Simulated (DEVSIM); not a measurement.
Device: Au/La2O3/n-Ge capacitor, at 300 K.

Layer 1 from the left is La2O3, thickness (nm) 3.70. Layer 2 from the left is Ge, thickness (nm) 3100, Nd (cm⁻³) 3.6e16.

Metal gate on the left, work function 5.1 eV. Fixed charge at the semiconductor interface 3.2e11 cm⁻² (in units of +e); interface traps 3.5e11 cm⁻² eV⁻¹, uniform in energy, neutral level at 0.7 of the gap above the valence band.

Constants are typed, rounded textbook-type inputs, not results; the design itself was drawn at random and stands for no fabricated device. Values at 300 K.

La2O3: gap (eV) 5.8, affinity (eV) 1.8, permittivity 27. Ge: gap (eV) 0.664, affinity (eV) 4, permittivity 16, Nc (cm⁻³) 1.04e19, Nv (cm⁻³) 6e18.

DEVSIM, 1D Poisson equation in equilibrium, Boltzmann statistics, complete ionisation; no quantum confinement or tunnelling. Metal contacts follow the ideal Schottky-Mott rule: no Fermi-level pinning, no interface dipoles.

**Question.** What does the simulation give for the minimum of the low-frequency capacitance, the threshold voltage (band bending 2φF)?

**Answer.** minimum of the low-frequency capacitance 0.179 μF/cm²; threshold voltage (band bending 2φF) 0.55 V.
